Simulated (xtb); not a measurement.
xtb 6.7.1, GFN2-xTB: Cu(NMe2)(SH)(NH3)2 (C[N](C)[Cu](<-[NH3])(<-[NH3])[SH]), charge 0, multiplicity 2, 20 atoms. The geometry is a generated start, not checked to be a minimum at this level.

- method: GFN2-xTB
- --acc: 1 (default)
- --etemp (K): 300 (default)
- detailed input (--input): none: ANC optimiser, Lindh (1995) Hessian, microcycle=20, maxdispl=1.0, hlow=0.01 (default)
- basis functions: 53
- valence electrons: 53

```xyz
20

Cu     0.5850    -0.1568     0.1673
N     -0.7199     1.0652    -0.3875
C     -1.3639     1.9843     0.5142
C     -1.6320     0.6313    -1.4120
H     -1.7721     2.8349    -0.0464
H     -2.1978     1.5147     1.0534
H     -0.6449     2.3551     1.2409
H     -2.4578     0.0251    -1.0071
H     -2.0824     1.5020    -1.9054
H     -1.0997     0.0440    -2.1587
S      0.4104    -0.7475     2.3616
H      0.2679     0.4921     2.7821
N      2.6696    -0.3572     0.2358
H      2.8130    -0.8201     1.1314
H      3.0740     0.5706     0.2735
H      3.1022    -0.8911    -0.5068
N      0.3295    -2.2633    -0.5434
H     -0.1753    -2.6353     0.2546
H      1.1586    -2.8256    -0.6878
H     -0.2644    -2.3224    -1.3599
```

Charge 0 and multiplicity 2 are set for this test and not shown to be the ground state. GFN-xTB has no spin term: --uhf 1 sets the occupations alone.

The structure is relaxed from this start with --opt LEVEL for the levels crude, sloppy, loose, lax, normal, tight, vtight, extreme, once each. Up to the end of the extreme run atoms move by at most 1.0 Å along an axis.

Question: Choose the cheapest level whose final energy lies within 1 meV of that of extreme.

Answer: normal: 28 cycles against 60, ending 0.46 meV above.

```tsv
level	cycles	energy above the extreme run (meV)	gradient norm (eV/Å)
crude	1	24	0.16
sloppy	1	24	0.16
loose	1	24	0.16
lax	15	3.1	0.12
normal	28	0.46	0.020
tight	32	0.28	0.024
vtight	50	0.019	0.0021
extreme	60	—	0.0016
```
